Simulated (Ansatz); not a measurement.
# fcc Al (1 1 1) on zinc-blende CuI (1 1 1) (film strained to the substrate, started from cuts of the bulks and a machine-learned relaxation; slabs Cu12I12 and Al28, which can lie off the formulas)

A periodic stack without vacuum, fcc Al (1 1 1) on zinc-blende CuI (1 1 1) (film strained to the substrate, started from cuts of the bulks and a machine-learned relaxation; slabs Cu12I12 and Al28, which can lie off the formulas): substrate slab Cu12I12, film Al28, surface cells [[-1, 2], [-2, 1]] and [[1, -3], [3, -2]], film strained by -1.5 and -1.5 %, outermost planes I/Cu and Al/Al as cut, which need not be the usual terminations and can put a slab off its formula.

The start was prepared with a machine-learned potential, and the result is one local minimum, with the in-plane cell held and forces under 0.04 eV/Å; the film can end far from its bulk form.

These are PBE (plane waves to 420 eV, PAW; Ansatz, a quantum-chemistry and plane-wave program) values and carry that method's errors. Scalar-relativistic, without spin–orbit coupling; the runs are not spin-polarised; PBE gaps are too small against experiment. Its k-point mesh 4×4×1, Fermi–Dirac width 0.05 eV.

The interface area is 48.0 Å² and the period comes out as 24.53 Å. The heights between the nearest atoms of the two slabs at the two interfaces is 1.70 and 2.62 Å and the Al–Cu contacts across the interfaces within 1.22 times the sum of covalent radii comes out as 9, mean 2.48 Å. The Al–I contacts across the interfaces within 1.22 times the sum of covalent radii comes out as 3, mean 2.87 Å and the estimate of the barrier comes out as withheld, since the two interfaces are unlike. The slope of the mean potential energy in the substrate is -3.0 MV/cm × e.

```yaml
crystal:
  lattice:
    - [7.44386, -0.00135, -0.19658]
    - [3.72106, 6.44768, -0.17649]
    - [-3.13570, 1.48951, 24.60486]
  atoms:
    - { symbol: Cu, position: [0.39513, 0.93750, 0.16147] }
    - { symbol: Cu, position: [0.06229, 0.60334, 0.16119] }
    - { symbol: Cu, position: [0.72466, 0.27212, 0.16373] }
    - { symbol: Cu, position: [0.81389, 0.57786, 0.30451] }
    - { symbol: Cu, position: [0.47820, 0.24590, 0.30473] }
    - { symbol: Cu, position: [0.14684, 0.91260, 0.30419] }
    - { symbol: Cu, position: [0.23400, 0.21783, 0.44928] }
    - { symbol: Cu, position: [0.89851, 0.88510, 0.44651] }
    - { symbol: Cu, position: [0.56602, 0.55243, 0.44774] }
    - { symbol: Cu, position: [0.79735, 0.83703, 0.58349] }
    - { symbol: Cu, position: [0.19483, 0.67503, 0.58354] }
    - { symbol: Cu, position: [0.96067, 0.07193, 0.58357] }
    - { symbol: I, position: [0.32886, 0.95200, 0.05572] }
    - { symbol: I, position: [0.98425, 0.63643, 0.05553] }
    - { symbol: I, position: [0.68108, 0.28743, 0.05807] }
    - { symbol: I, position: [0.75019, 0.59790, 0.19825] }
    - { symbol: I, position: [0.41393, 0.26435, 0.19834] }
    - { symbol: I, position: [0.08315, 0.93081, 0.19788] }
    - { symbol: I, position: [0.16896, 0.23821, 0.34234] }
    - { symbol: I, position: [0.83482, 0.90562, 0.34015] }
    - { symbol: I, position: [0.50195, 0.57208, 0.34127] }
    - { symbol: I, position: [0.59053, 0.87659, 0.48464] }
    - { symbol: I, position: [0.25509, 0.54671, 0.48439] }
    - { symbol: I, position: [0.91960, 0.21183, 0.48409] }
    - { symbol: Al, position: [0.88634, 0.55471, 0.65290] }
    - { symbol: Al, position: [0.45985, 0.70530, 0.65352] }
    - { symbol: Al, position: [0.03123, 0.84678, 0.66230] }
    - { symbol: Al, position: [0.59375, 0.99462, 0.65868] }
    - { symbol: Al, position: [0.17866, 0.13494, 0.65844] }
    - { symbol: Al, position: [0.73649, 0.27995, 0.65375] }
    - { symbol: Al, position: [0.31880, 0.41113, 0.65860] }
    - { symbol: Al, position: [0.42141, 0.16143, 0.75470] }
    - { symbol: Al, position: [0.99032, 0.30243, 0.75180] }
    - { symbol: Al, position: [0.56284, 0.44934, 0.75209] }
    - { symbol: Al, position: [0.13264, 0.58700, 0.75240] }
    - { symbol: Al, position: [0.70735, 0.73239, 0.75228] }
    - { symbol: Al, position: [0.28083, 0.87507, 0.75284] }
    - { symbol: Al, position: [0.84663, 0.02172, 0.75361] }
    - { symbol: Al, position: [0.95085, 0.76259, 0.84682] }
    - { symbol: Al, position: [0.52318, 0.90676, 0.84550] }
    - { symbol: Al, position: [0.09891, 0.04696, 0.84762] }
    - { symbol: Al, position: [0.66497, 0.19447, 0.84759] }
    - { symbol: Al, position: [0.23697, 0.33529, 0.84669] }
    - { symbol: Al, position: [0.81116, 0.47640, 0.84486] }
    - { symbol: Al, position: [0.37820, 0.61915, 0.84515] }
    - { symbol: Al, position: [0.48629, 0.36418, 0.94873] }
    - { symbol: Al, position: [0.06340, 0.50010, 0.94727] }
    - { symbol: Al, position: [0.62783, 0.64721, 0.93944] }
    - { symbol: Al, position: [0.20239, 0.78971, 0.94468] }
    - { symbol: Al, position: [0.77393, 0.93279, 0.94421] }
    - { symbol: Al, position: [0.34962, 0.07523, 0.94708] }
    - { symbol: Al, position: [0.91573, 0.21813, 0.94372] }
```
